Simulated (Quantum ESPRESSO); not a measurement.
How a calculation on SiO₂ (Pmma, 36 atoms in the cell) responds to its settings

```yaml
crystal:
  lattice:
    - [9.84644, 0.00000, 0.00000]
    - [0.00000, 7.59740, 0.00000]
    - [0.00000, 0.00000, 9.50659]
  atoms:
    - { symbol: Si, position: [0.09073, 0.20468, 0.36645] }
    - { symbol: Si, position: [0.90927, 0.79532, 0.63355] }
    - { symbol: Si, position: [0.40927, 0.79532, 0.36645] }
    - { symbol: Si, position: [0.59073, 0.20468, 0.63355] }
    - { symbol: Si, position: [0.59073, 0.79532, 0.63355] }
    - { symbol: Si, position: [0.40927, 0.20468, 0.36645] }
    - { symbol: Si, position: [0.90927, 0.20468, 0.63355] }
    - { symbol: Si, position: [0.09073, 0.79532, 0.36645] }
    - { symbol: Si, position: [0.08954, 0.50000, 0.14111] }
    - { symbol: Si, position: [0.91046, 0.50000, 0.85889] }
    - { symbol: Si, position: [0.41046, 0.50000, 0.14111] }
    - { symbol: Si, position: [0.58954, 0.50000, 0.85889] }
    - { symbol: O, position: [0.05285, 0.32459, 0.23136] }
    - { symbol: O, position: [0.94715, 0.67541, 0.76864] }
    - { symbol: O, position: [0.44715, 0.67541, 0.23136] }
    - { symbol: O, position: [0.55285, 0.32459, 0.76864] }
    - { symbol: O, position: [0.55285, 0.67541, 0.76864] }
    - { symbol: O, position: [0.44715, 0.32459, 0.23136] }
    - { symbol: O, position: [0.94715, 0.32459, 0.76864] }
    - { symbol: O, position: [0.05285, 0.67541, 0.23136] }
    - { symbol: O, position: [0.25000, 0.23002, 0.40697] }
    - { symbol: O, position: [0.75000, 0.76998, 0.59303] }
    - { symbol: O, position: [0.25000, 0.76998, 0.40697] }
    - { symbol: O, position: [0.75000, 0.23002, 0.59303] }
    - { symbol: O, position: [0.05990, 0.00000, 0.32823] }
    - { symbol: O, position: [0.94010, 0.00000, 0.67177] }
    - { symbol: O, position: [0.44010, 0.00000, 0.32823] }
    - { symbol: O, position: [0.55990, 0.00000, 0.67177] }
    - { symbol: O, position: [0.00000, 0.26551, 0.50000] }
    - { symbol: O, position: [0.00000, 0.73449, 0.50000] }
    - { symbol: O, position: [0.50000, 0.73449, 0.50000] }
    - { symbol: O, position: [0.50000, 0.26551, 0.50000] }
    - { symbol: O, position: [0.00000, 0.50000, 0.00000] }
    - { symbol: O, position: [0.50000, 0.50000, 0.00000] }
    - { symbol: O, position: [0.25000, 0.50000, 0.10134] }
    - { symbol: O, position: [0.75000, 0.50000, 0.89866] }
```

Base run A: LDA (PZ), GBRV 1.5 ultrasoft (LDA) pseudopotentials in Quantum ESPRESSO, self-consistent single point.

Its settings: ecutwfc = 40 Ry; ecutrho = 200 Ry; occupations = fixed; potentials = {Si: si_lda_v1.uspp.F.UPF, O: o_lda_v1.2.uspp.F.UPF}; K_POINTS = automatic 2 2 2 0 0 0; nbnd = 100; conv_thr = 1e-11 Ry; mixing_beta = 0.4.

The starting cell comes from a database of computed structures (which also holds hypothetical and non-ambient phases and stackings), without a prior relaxation at this level. Its lattice was rescaled by a random factor within 2.5 % of one. In the base run, with a pressure of about -3 GPa the cell is away from its equilibrium volume at this level.

ΔF is the free energy per atom less that of run A. 

Run A gave: pressure (GPa) -3.43; largest force (eV/Å) 0.227; gap on the mesh (eV) 5.583.

Runs:
- B: lattice scaled by 0.97
- C: lattice scaled by 0.97; ecutwfc: 40 Ry → 24 Ry; ecutrho: 200 Ry → 120 Ry
- D: lattice scaled by 0.985
- E: lattice scaled by 0.985; ecutwfc: 40 Ry → 24 Ry; ecutrho: 200 Ry → 120 Ry
- F: lattice scaled by 1.015

Problem. What does run C change against A?

Solution. The free energy rises by 683 meV/atom, the pressure goes from -3.43 to -19.18 GPa, the largest force goes from 0.227 to 0.721 eV/Å and the gap on the mesh goes from 5.583 to 5.803 eV.

Problem. What does run B change against A?

Solution. The free energy rises by 28.0 meV/atom, the pressure goes from -3.43 to 9.50 GPa, the largest force goes from 0.227 to 0.779 eV/Å and the gap on the mesh goes from 5.583 to 5.866 eV.

| run | ΔF (meV/atom) | pressure (GPa) | largest force (eV/Å) | gap on the mesh (eV) |
|---|---|---|---|---|
| A | 0.00 | -3.43 | 0.227 | 5.583 |
| B | 28.0 | 9.50 | 0.779 | 5.866 |
| C | 682.8 | -19.18 | 0.721 | 5.803 |
| D | -3.2 | 2.41 | 0.240 | 5.754 |
| E | 654.5 | -25.01 | 0.197 | 5.686 |
| F | 33.0 | -8.19 | 0.616 | 5.338 |
